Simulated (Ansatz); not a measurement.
# NaCl under a change: Cl → I

The parent structure is NaCl in the rock salt structure (space group Fm-3m, No. 225; a = 5.696 Å).

Modification: every Cl is replaced by I; the structure is relaxed again.

Computed with Kohn–Sham DFT with the PBE functional, run in Ansatz (a first-principles code) with PAW and 420 eV plane waves, scalar-relativistic without spin-orbit coupling. k-mesh 9×9×9 (Γ-centred); smearing 0.05 eV (Fermi–Dirac), for the changed cell.

- Volume per atom = 34.80 Å³ (base 23.10 Å³)
- Lattice parameter a = 6.530 Å (base 5.696 Å)
- Shortest interatomic distance = 3.265 Å (base 2.848 Å)
- Band gap = 3.58 eV (base 5.00 eV)
- Gap character = direct at Γ (base direct at Γ)
- Electron mass = 0.27 mₑ (at Γ) (base 0.40 mₑ (at Γ))
- Hole mass (degenerate bands, along [100]) = 0.39, 1.7, 1.7 mₑ (at Γ) (base 0.65, 2.9, 2.9 mₑ (at Γ))

Final structure:

```
CELL_PARAMETERS angstrom
      0.00000     3.26476     3.26476
      3.26476     0.00000     3.26476
      3.26476     3.26476     0.00000
ATOMIC_POSITIONS crystal
  Na 0.00000 0.00000 0.00000
  I  0.50000 0.50000 0.50000
```

With I present, leaving out spin-orbit coupling can change the band edges. Masses are band curvatures over ±0.01 Å⁻¹ around the edge. Stability against distortions was not tested.
